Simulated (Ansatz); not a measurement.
Consider BAs in the rock salt structure (space group Fm-3m, No. 225; a hypothetical phase, not in the database extracts checked; relaxed with 0.1 eV smearing).

```yaml
crystal:
  lattice:
    - [0.00000, 2.28433, 2.28433]
    - [2.28433, 0.00000, 2.28433]
    - [2.28433, 2.28433, 0.00000]
  atoms:
    - { symbol: As, position: [0.00000, 0.00000, 0.00000] }
    - { symbol: B, position: [0.50000, 0.50000, 0.50000] }
```

Cartesian axes are those of the cell as printed.

Calculations: PBEsol (Ansatz, a program for electronic structure), without spin-orbit coupling.

Strains are applied to the cell and any free atomic positions relax.

One change was made to it. Results:

```tsv
quantity	base	after
energy relative to the base (free energy F)	0 meV/atom	+13 meV/atom
shortest interatomic distance	2.284 Å	2.284 Å
```

Name the change that was made.
(A) uniaxial strain ε_zz = +1.24 %
(B) uniaxial strain ε_zz = +0.28 %
(C) tensor shear ε_xz = +3.69 %
(D) tensor shear ε_yz = −0.75 %

C, tensor shear ε_xz = +3.69 %. For comparison, the energy relative to the base in the other runs: uniaxial strain ε_zz = +0.28 % gives +0.1 meV/atom; uniaxial strain ε_zz = +1.24 % gives +1.2 meV/atom; tensor shear ε_yz = −0.75 % gives +0.5 meV/atom.

No phonon test of stability was made. All final runs are without spin polarisation.
